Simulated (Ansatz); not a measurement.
Zn on the Nb site in ferroelectric LiNbO3: one set of geometries, relaxed with PBE, evaluated in Ansatz (PAW, plane waves to 420 eV, 500 eV under r2SCAN) with PBE, r2SCAN.

Set-up: 120-site cell; 2×2×2 Γ-centred k-points; start: the Nb site; charged states image-corrected; energies good to tenths of an eV; flagged in the runs: a host whose relaxation on this sampling wasn't shown to rest, a strain field that reaches the edge of the cell.

```csv
quantity,PBE,r2SCAN
host gap (eV),3.53,(withheld)
ε(0/−1) above the VBM (eV),0.21,(withheld)
ε(−1/−2) above the VBM (eV),0.47,(withheld)
ε(−2/−3) above the VBM (eV),0.48,(withheld)
"neutral formation energy against bcc Nb, hcp Zn (eV)",10.72,(withheld)
largest moment on one atom at charge 0 (μB),0.78,(withheld)
largest moment on one atom at charge −1 (μB),0.40,(withheld)
largest moment on one atom at charge −2 (μB),0.38,(withheld)
```

Problem. Given the lower rungs, what does r2SCAN give?

Solution. 
- host gap (eV), r2SCAN: 3.94
- ε(0/−1) above the VBM (eV), r2SCAN: 0.59
- ε(−1/−2) above the VBM (eV), r2SCAN: 0.72
- ε(−2/−3) above the VBM (eV), r2SCAN: 0.69
- neutral formation energy against bcc Nb, hcp Zn (eV), r2SCAN: 11.10
- largest moment on one atom at charge 0 (μB), r2SCAN: 0.85
- largest moment on one atom at charge −1 (μB), r2SCAN: 0.46
- largest moment on one atom at charge −2 (μB), r2SCAN: 0.47

Ansatz is a quantum-chemistry and plane-wave program.
